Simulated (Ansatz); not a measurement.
# A computed series for InSb: response to strain

Base system: InSb in the zinc blende structure (space group F-43m, No. 216; a = 6.450 Å).

Strains are applied to the cell and any free atomic positions relax.

Method: Ansatz (a first-principles code), LDA, PAW, cutoff 420 eV, no spin-orbit coupling.

Notes on the quantities. energy relative to the base: free energy F.

```csv
variant,energy relative to the base,pressure,shortest interatomic distance
base,0 meV/atom,0.0 GPa,2.793 Å
isotropic strain −2.00 %,+19 meV/atom,3.3 GPa,2.737 Å
isotropic strain −1.50 %,+10 meV/atom,2.4 GPa,2.751 Å
isotropic strain −1.00 %,+4.6 meV/atom,1.5 GPa,2.765 Å
isotropic strain −0.50 %,+1.1 meV/atom,0.7 GPa,2.779 Å
isotropic strain +0.50 %,+1.1 meV/atom,-0.7 GPa,2.807 Å
isotropic strain +1.00 %,+4.2 meV/atom,-1.3 GPa,2.821 Å
isotropic strain +2.00 %,+16 meV/atom,-2.4 GPa,2.849 Å
isotropic strain +2.50 %,+25 meV/atom,-2.9 GPa,2.863 Å
isotropic strain +3.00 %,+35 meV/atom,-3.3 GPa,2.877 Å
```

Whether these cells are dynamically stable was not tested. All final runs are without spin polarisation.
